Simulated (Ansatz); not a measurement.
Step by step: reaction energy

This concerns the reaction energy. Reaction: Ge (diamond) + 2 Cl2 (gas) → GeCl4 (gas). A negative value means that the right-hand side lies lower.

Ansatz (a quantum-chemistry and plane-wave program) with PAW potentials; structures come from PBE relaxations, nuclei static, no net charge. Ansatz runs with its default PAW set. Other levels take these structures. The lattices are those relaxed with PBE, so at other levels the solids can be strained. A dispersion term (D3(BJ), or D4 for r2SCAN) was computed beside these levels and is taken off wherever the name lacks it.

Total energies of the cells in eV, at zero smearing width. They compare only within one column; the weights balance every element.

```tsv
cell	atoms	weight	r2SCAN
Ge (diamond)	2	−1	-8605.79234
GeCl4 (gas)	5	+2	-8642.27553
Cl2 (gas)	2	−4	-2167.03331
```

r2SCAN: − (-8605.79234) + 2 × (-8642.27553) − 4 × (-2167.03331) = -10.625 eV; dividing by 2 gives -5.31 eV.

What follows from the r2SCAN value: Per mole of the reaction as written, -5.313 eV × 96.485 = -512.6 kJ.
